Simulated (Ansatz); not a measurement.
## Hypothetical simple cubic Cr: pressure series

Take Cr in the simple cubic structure (space group Pm-3m, No. 221; a = 2.309 Å; non-magnetic; a hypothetical phase, not in the database extracts checked) as the base.

Cell and atoms are relaxed at each pressure.

All numbers come from Kohn–Sham DFT with the PBEsol functional, run in Ansatz (a first-principles code) with PAW and 420 eV plane waves, no SOC.

Notes on the quantities. enthalpy: H = E + PV relative to the base's energy.

```
case                   enthalpy     density
----------------  -------------  ----------
base                          –  7.02 g/cm³
pressure −2 GPa   -0.15 eV/atom  6.95 g/cm³
pressure −1 GPa   -0.08 eV/atom  6.98 g/cm³
pressure 0.3 GPa  +0.02 eV/atom  7.03 g/cm³
pressure 0.7 GPa  +0.05 eV/atom  7.04 g/cm³
pressure 1.5 GPa  +0.11 eV/atom  7.07 g/cm³
pressure 3 GPa    +0.23 eV/atom  7.12 g/cm³
pressure 5 GPa    +0.38 eV/atom  7.18 g/cm³
pressure 7.5 GPa  +0.57 eV/atom  7.26 g/cm³
pressure 10 GPa   +0.75 eV/atom  7.33 g/cm³
```

Load acts through the strain it causes; cell and atoms are relaxed under it. Whether these cells are dynamically stable was not tested. No other phases were tried under pressure. Starting moments died away, wholly or in part, for the base; another magnetic solution may exist. All final runs are without spin polarisation. Cr has a high density of states at the Fermi level and may be magnetic at this level.
